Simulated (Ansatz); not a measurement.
For Ta2AlB2 (model structure, started from the Ti2InB2 type, P-6m2, No. 187, 5 atoms in the cell), PBEsol in Ansatz (PAW) gives:

| Item | Result |
|---|---|
| lattice constant a | 3.079 Å |
| c axis length | 7.527 Å |
| bulk modulus | 206 GPa |
| cohesive energy | 7.64 eV/atom |

Q: What does r²SCAN in Ansatz (PAW) give for the same quantities?

A: 
- lattice constant a: 3.085 Å (grows by 0.2 %)
- lattice parameter c: 7.560 Å (grows by 0.4 %)
- bulk modulus: 208 GPa (stays essentially unchanged)
- cohesive energy: 7.01 eV/atom (shrinks by 0.63 eV/atom)

Changes are worked out from the printed values.

Unless a cell is named, each level is at its own relaxed cell (PBEsol 12.36, r²SCAN 12.46 Å³/atom).

Levels without +SOC leave out spin–orbit coupling, which shifts energies and cells of such heavy elements.

Caveats: the bulk modulus is −V dP/dV from two relaxed cells at ±2 % in volume (PBEsol, r²SCAN). Ansatz's density-functional and Hartree–Fock values are scalar-relativistic unless marked +SOC, with PAW data made under PBE.

A model structure was made by putting elements into a prototype or built by hand; it is no filed structure, need not be a known phase, and can be a saddle point held by its symmetry.

Ansatz is a first-principles code.
